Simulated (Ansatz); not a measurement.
ZnO (model structure, started from the NiAs type, P6₃/mmc, No. 194, 4 atoms in the cell) was calculated with LDA (Ansatz, a first-principles code, plane waves, PAW).

Numerical settings: plane-wave cutoff 520 eV, 12×12×8 k mesh (along the axes of the cell as run), Fermi–Dirac smearing 0.01 eV, scalar-relativistic PAW data made under PBE.

Cell (relaxed at this level):

Space group P6₃/mmc (No. 194); a = b = 2.942 Å, c = 5.051 Å, α = β = 90.00°, γ = 120.00°

```
atom  site  symmetry       x       y       z
----  ----  --------  ------  ------  ------
Zn      2a      -3m.  0.0000  0.0000  0.0000
O       2c      -6m2  0.3333  0.6667  0.2500
```

**Question.** What does this level give for the band gap and bulk modulus?

**Answer.** 
- band gap: 0.92 eV (on the SCF k mesh)
- bulk modulus: 201 GPa

Note: the bulk modulus is −V dP/dV from two relaxed cells at ±2 % in volume; the relaxation could raise the start's symmetry but not lower it, so the cell can be a saddle point.

The computed numbers hold no vibrational or temperature effects.

Computing time: roughly 26 core-seconds.

A model structure was made by putting elements into a prototype or built by hand; it is no filed structure, need not be a known phase, and can be a saddle point held by its symmetry.
